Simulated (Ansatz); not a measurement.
**Migration barriers: interstitial Li in crystalline InGaZnO4 (ordered Ga and Zn layers), charge state +1**

Defect: interstitial Li in crystalline InGaZnO4 (ordered Ga and Zn layers), charge state +1. The numbers are results of PBE, PAW (plane waves to 420 eV; Ansatz, a quantum-chemistry and plane-wave program), not measurements.

189-site cell at the relaxed PBE lattice, one k-point at (0.167, 0.250, 0.250), smearing 0.01 eV, spin-restricted, no finite-size correction. Static, classical nuclei. The charge state is imposed; whether it is stable for some Fermi level was not computed. Sites that were not tried may lie lower.

Barriers: single points on a 2×2×2 k-point mesh shifted by half a step along c at the bands' geometries.

```csv
Route,Start site over the lowest site run (eV),Hop (Å),Forward barrier (eV),Backward barrier (eV),Neighbours at the start,Neighbours at the saddle,Saddle order,"Forward, on the band's own sampling (eV)"
"several atoms move together, Li the farthest",0.00,1.93,0.31,0.17,3 O at 1.99; 3 Zn at 2.44 Å,3 O at 1.83; 2 Zn at 2.30 Å,"not checked, on a symmetry element",0.32
```

Paths come from nudged elastic bands with a climbing image.  A band can be held on a symmetry element, so unchecked saddle points there may be too high.
